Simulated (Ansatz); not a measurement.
Band structure of ZrAu₃ (Pmmn, 8 atoms in the cell).

```
ZrAu3
1.0
    4.78263     0.00000     0.00000
    0.00000     6.02935     0.00000
    0.00000     0.00000     4.84371
Zr Au
2 6
Cartesian
  2.39131   3.01468   3.20126
  0.00000   0.00000   1.64245
  2.39131   4.54396   0.80066
  2.39131   1.48539   0.80066
  0.00000   4.50007   4.04304
  0.00000   1.52928   4.04304
  0.00000   3.01468   1.64638
  2.39131   0.00000   3.19733
```

Computed with PBEsol, PAW files made with PBE (plane waves; Ansatz, a first-principles code).

Settings: kpoints.mp_grid.grid = 3 3 3; hamiltonian.xc = pbesol; hamiltonian.pseudopotentials = {kind: paw} (an earlier, softer set of the program's PAW files); scf.occupations.method = gaussian; scf.occupations.width = 0.272 eV; kpoints.band_path.npoints = 8.

The starting cell comes from a database of computed structures (which also holds hypothetical and non-ambient phases and stackings), without a prior relaxation at this level. Its lattice was rescaled by a random factor within 2.5 % of one. Spin-orbit coupling is off.

Levels in eV from the Fermi level, bands 66 to 73:
```csv
point,66,67,68,69,70,71,72,73
Γ,-1.36,-1.32,-0.90,0.61,1.00,1.02,1.02,1.73
X,-1.61,-0.97,-0.97,0.19,0.19,1.11,1.11,1.34
S,-2.54,-0.55,-0.55,-0.29,-0.29,-0.09,-0.09,1.97
Y,-1.96,-1.29,-1.17,-1.17,0.93,1.54,1.56,1.95
Z,-2.18,-0.24,-0.24,0.26,0.26,0.97,0.97,1.55
U,-2.85,-0.76,-0.76,0.39,0.39,0.79,0.79,1.84
R,-2.17,-1.92,-1.92,-1.91,-1.91,1.61,1.61,1.85
T,-2.52,-0.35,-0.35,-0.34,-0.34,1.57,1.57,1.87
```

Bands cross the Fermi level along this path, so the cell is metallic at this level.

Keys are those of Ansatz 0.2.
